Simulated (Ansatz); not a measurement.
Abridged Ansatz (a quantum-chemistry and plane-wave program) output:

```
Pseudopotential: Sn, paw, valence charge 14
Pseudopotential: Mg, paw, valence charge 10
Crystal: 3 atoms, lattice volume = 76.735 Å³
Basis set: ecut = 420 eV, 1459 PW (Γ), exchange–correlation on 64×64×64 points (8 copies of the dense FFT grid, shifted against one another)
Bands: 21, of which v1, the nominal top of the filled ones, is band 17 counted from 1 (16 counted from 0)
Symmetry: 48 space group operations
k-points: 72 of 1728
Functional: x = pbesol(κ = 0.804, μ = 0.12345679012345678), c = pbesol(β = 0.046)
SCF iter   1: F=—  HF=-9774.682005 eV  |F-HF|=—  |Δ(HF+E_count)|=         —  Δρ=2.87e-2  dr2=5.32e-1  ethr=3.10e-3  ⟨swp⟩=6.1  Hψ=7640  notcnv=0
SCF iter   2: F=—  HF=-9774.582714 eV  |F-HF|=—  |Δ(HF+E_count)|=   9.93e-2  Δρ=1.58e-2  dr2=1.77e-1  ethr=1.57e-3  ⟨swp⟩=2.0  Hψ=3024  notcnv=0
SCF 1 converged in 10 iterations: F = -9774.576724 eV  dr2 = 1.57e-10
SCF converged after 10 iterations
Free energy (F): -9774.576724 eV
Internal energy: -9774.574291 eV  (E = F + TS)
E sigma→0 (E₀):  -9774.575507 eV
Entropy (-TS):   -0.002434 eV (-0.811 meV/atom)
Fermi energy:    6.974824 eV
--- Forces (eV/Å), atoms counted from 1 ---
  atom   1  Sn    -0.00000000     0.00000000     0.00000000
  atom   2  Mg     0.00000000     0.00000000    -0.00000000
  atom   3  Mg     0.00000000     0.00000000    -0.00000000
--- Stress (GPa, compression-positive) ---
        0.006784       0.000000       0.000000
        0.000000       0.006784       0.000000
       -0.000000       0.000000       0.006784
  P = ⅓ Tr σ = 0.0068 GPa (0.068 kbar)
```

Q: What was computed, and what are the main results?

A: Mg2Sn, 3 atoms in the cell, with PBEsol (Ansatz), without spin-orbit coupling, earlier PAW set. The last SCF converged to F = -9774.576724 eV, or -3258.1922 eV per atom, at a pressure of 0.01 GPa. The total energy compares only with runs of the same code, potentials and settings.

Stability against distortions was not tested. The cell is Mg₂Sn (space group Fm-3m, No. 225).
